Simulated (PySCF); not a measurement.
PySCF 2.14.0, unrestricted PBE/def2-svp, df: diboron tetrafluoride triplet (FB(F)B(F)F), charge 0, multiplicity 3, 6 atoms. The geometry is a generated start, not checked to be a minimum at this level.

```yaml
task: energy
method: pbe
basis: def2-svp
two_electron_scheme: density fitting
mol.max_memory: 3000 MB
mf.max_cycle: 100
mf.conv_tol: 1e-09 (default)
mf.grids.level: 3 (default)
basis_functions: 84
grid_points: 85144
```

```xyz
6

F     -1.5567    -1.0398     0.4826
B     -0.8570    -0.0575    -0.0416
F     -1.6134     0.8357    -0.6417
B      0.8566     0.0545     0.0437
F      1.6746    -0.8307    -0.4848
F      1.4959     1.0378     0.6418
```

Charge 0 and multiplicity 3 are set for this test and not shown to be the ground state.

With the defaults (mf.DIIS = CDIIS, mf.diis = true, mf.diis_space = 8, mf.level_shift = 0, newton = off, mf.init_guess = minao, mf.diis_damp = 0) it converges in 13 Fock builds. One run each on 2 threads, 1 BLAS thread, with these changes:
- mf.init_guess = mod_huckel
- mf.DIIS = EDIIS
- newton = Hessian by the SCF's own integrals
- mf.init_guess = sap
- mf.diis_space = 12
- mf.diis = false
- mf.diis_damp = 0.3
- mf.level_shift = 0.1 Hartree
- mf.DIIS = ADIIS

Task: Which of these changes keep the SCF from converging, or lead it to another solution?

Result: No convergence: mf.DIIS = EDIIS; mf.diis = false (the run ends without SCF convergence in 100 cycles). The rest reach the solution of the defaults.

| setting | Fock builds | end |
|---|---|---|
| mf.diis_damp = 0.3 | 12 | same solution |
| the defaults | 13 | same solution |
| mf.diis_space = 12 | 13 | same solution |
| mf.level_shift = 0.1 Hartree | 14 | same solution |
| mf.init_guess = sap | 15 | same solution |
| mf.init_guess = mod_huckel | 17 | same solution |
| mf.DIIS = ADIIS | 18 | same solution |
| newton = Hessian by the SCF's own integrals | 41 | same solution |
| mf.DIIS = EDIIS | 101 | no convergence |
| mf.diis = false | 101 | no convergence |

Under newton the count holds the products with the orbital Hessian.
